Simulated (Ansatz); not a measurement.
Start from NiO in the rock salt structure (space group Fm-3m, No. 225; a = 4.1906 Å; ferromagnetic). Axes: x, y, z lie along the cube axes.

Method: r2SCAN (Ansatz, a first-principles code; PAW; 500 eV plane waves; without spin-orbit coupling), earlier PAW set.

For the base:

- Volume per atom: 9.20 Å³

The change: biaxial strain +0.53 %, plane normal [001], relaxed out of plane (Cartesian); in-plane vectors clamped, the third vector and the atoms free.

Task: How does this affect the energy relative to the base?

Result: The energy increases by 0.7 meV/atom.

Task: What happens to the volume per atom?

Result: The volume per atom grows by 0.06 Å³, from 9.20 Å³ to 9.26 Å³.

No phonon test of stability was made. No Hubbard U is applied and the magnetic state is the run's own (NiO ferromagnetic); other magnetic orders, which need larger cells, were not tried and can change the gap. In its common phase, real NiO is an antiferromagnetic insulator at low temperature.
